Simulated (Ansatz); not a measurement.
**PBE against PBEsol: Cu3Au**

The parent structure is Cu3Au in the Cu3Au type structure (space group Pm-3m, No. 221; a = 3.7805 Å).

(Cell as relaxed with PBE.)

Levels (all Ansatz, a quantum-chemistry and plane-wave program, PAW): PBE (420 eV, scalar-relativistic without spin-orbit coupling); PBEsol (420 eV, without spin-orbit coupling).

Each level relaxes its own structure.

| quantity | PBE | PBEsol |
|---|---|---|
| volume per atom | 13.51 Å³ | [?] |
| lattice parameter a | 3.781 Å | [?] |
| band gap | zero | [?] |

Given the PBE results, estimate those of PBEsol.


- volume per atom, PBEsol: 12.80 Å³
- lattice parameter a, PBEsol: 3.713 Å
- band gap, PBEsol: zero

PBE's volume per atom lies 0.71 Å³ above PBEsol's (5.5 %); PBE's lattice parameter a lies 0.0670 Å above PBEsol's (1.8 %); the two agree on the band gap. Neither level is exact; PBEsol is the comparison here, not a measurement.

Stability against distortions was not tested. All final runs are without spin polarisation.
